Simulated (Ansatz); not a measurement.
Checking a run of Ansatz (a first-principles code) on LaBi (P6_3/mmc, 4 atoms in the cell). The aim is a self-consistent single point with DFT, LDA (PW92), plane waves, default PAW files made with PBE.

Input:

Ansatz 0.2 input:
```yaml
# LaBi
crystal:
  lattice:
    - [5.143939, 0.000000, 0.000000]
    - [-2.571970, 4.454782, 0.000000]
    - [0.000000, 0.000000, 7.169392]
  atoms:
    - { symbol: La, position: [0.000000, 0.000000, 0.000000] }
    - { symbol: La, position: [0.000000, 0.000000, 0.500000] }
    - { symbol: Bi, position: [0.333333, 0.666667, 0.250000] }
    - { symbol: Bi, position: [0.666667, 0.333333, 0.750000] }
basis:
  ecutwfc: 65.0
kpoints:
  mp_grid: { grid: [5, 5, 3] }
hamiltonian:
  xc: lda
  pseudopotentials: { kind: paw }
scf:
  occupations: { method: cold, width: 0.05 }
output:
  forces: true
  eigenvalues: true
  stress: true
```

Log, with long lists cut:

```
   [... lines left out ...]
WARN ansatz: RAYON_NUM_THREADS=1 ignored (pool sized by the plan → 1); use --threads N
Pseudopotentials: kind: paw
Pseudopotential: La, paw, valence charge 11
Pseudopotential: Bi, paw, valence charge 15
Crystal: 4 atoms, lattice volume = 164.288 Å³
Basis set: ecut = 65 eV, 207 PW (Γ)
Bands: 32, of which v1, the nominal top of the filled ones, is band 26 counted from 1 (25 counted from 0)
Symmetry: 24 space group operations
Space group: P63/mmc (ITA 194), of the structure as read, at distance tolerance 5.5e-5 Å
k-points: 10 of 75
PAW frozen core: La, regenerated for the run's functional, and the local potential with it
PAW frozen core: Bi, regenerated for the run's functional, and the local potential with it
Initial density: superposition of atomic densities (neutral atoms: chi_scale 0, normalization atom), corrected by the library's trained network
Initial wavefunctions: pseudopotential atomic-orbital guess
Eigensolver: davidson
Functional: x = slater, c = lda
SCF iter   1: F=—  HF=-35767.772633 eV  |F-HF|=—  |Δ(HF+E_count)|=         —  Δρ=6.60e-1  dr2=1.24e3  ethr=1.77e-3  ⟨swp⟩=10.6  Hψ=2083  notcnv=0
all-band conjugate gradients solve this SCF's bands
preconditioner: auto → LDOS
SCF iter   2: F=—  HF=-35482.650060 eV  |F-HF|=—  |Δ(HF+E_count)|=    2.85e2  S|Δr|=    0.00e0  Δρ=2.85e-1  dr2=2.81e2  ethr=1.77e-3  ⟨swp⟩=12.3  Hψ=2376  notcnv=0  defer=12
   [... lines left out ...]
SCF iter  10: F=—  HF=-35273.765509 eV  |F-HF|=—  |Δ(HF+E_count)|=   4.77e-5  S|Δr|=    0.00e0  Δρ=9.72e-6  dr2=3.47e-7  ethr=3.03e-7  ⟨swp⟩=2.0  Hψ=463  notcnv=0  defer=9
SCF iter  11: F=—  HF=-35273.765538 eV  |F-HF|=—  |Δ(HF+E_count)|=   2.89e-5  S|Δr|=    0.00e0  Δρ=3.24e-6  dr2=4.07e-8  ethr=1.92e-10  ⟨swp⟩=15.0  Hψ=1800  notcnv=0
SCF iter  12: F=-35273.765538 eV  HF=-35273.765538 eV  |F-HF|=8.95e-10  |Δ(HF+E_count)|=   7.93e-9  S|Δr|=    0.00e0  Δρ=8.38e-7  dr2=1.69e-9  ethr=7.83e-11  ⟨swp⟩=2.1  Hψ=912  notcnv=0
SCF 1 converged in 12 iterations: F = -35273.765538 eV  dr2 = 1.69e-9
Stability not checked (fill_not_monotonic)
Free energy (F): -35273.765538 eV
Internal energy: -35273.764497 eV  (E = F + TS)
E sigma→0 (E₀):  -35273.765191 eV
Entropy (-TS):   -0.001041 eV (-0.260 meV/atom)
Fermi energy:    11.814960 eV
--- Forces (eV/Å), atoms counted from 1 ---
  atom   1  La    -0.00000000     0.00000000     0.00000000
   [... zero for the other atoms too ...]
--- Stress (GPa, compression-positive) ---
        2.539551       0.000000       0.000000
        0.000000       2.539551       0.000000
        0.000000       0.000000      -1.325133
  P = ⅓ Tr σ = 1.2513 GPa (12.513 kbar)
  The stress holds the Pulay correction. Without it, at fixed plane waves, as pw.x and ABINIT print it: P = -253.6333 GPa
```

Is this run sound? If not, what is wrong?

The run is not sound. The fault is a basis or grid far too coarse for these potentials. The error of an incomplete plane-wave basis or grid does not cancel at such settings. To fix it, restore the cutoff that the potentials need and check convergence. The run converged in 12 iterations without an error; against the sound input the free energy rises by 263 eV/atom and the pressure goes from -4.95 to 1.25 GPa. At a fixed set of plane waves, without the program's Pulay estimate, the pressure is -253.63 GPa against -4.96 GPa.

An input that runs soundly differs in these lines (not the only fix; some lines may just follow from the change or write a value another way):
```diff
-basis:
-  ecutwfc: 65.0
```

With that input, the run converged in 6 iterations: free energy E − TS (on the zero of these files) -36326.4946 eV; Fermi level (on the code's own zero) 7.83 eV; pressure -4.95 GPa (DFT, LDA (PW92), plane waves, default PAW files made with PBE).

On the sound input: the starting cell was generated: these elements placed on a structure prototype, without a prior relaxation; it need not be a known phase or ordering of this composition. Spin-orbit coupling is off. With a pressure of about -5 GPa the cell is away from its equilibrium volume at this level. Ansatz's pressure includes its estimate of the finite-basis (Pulay) stress.
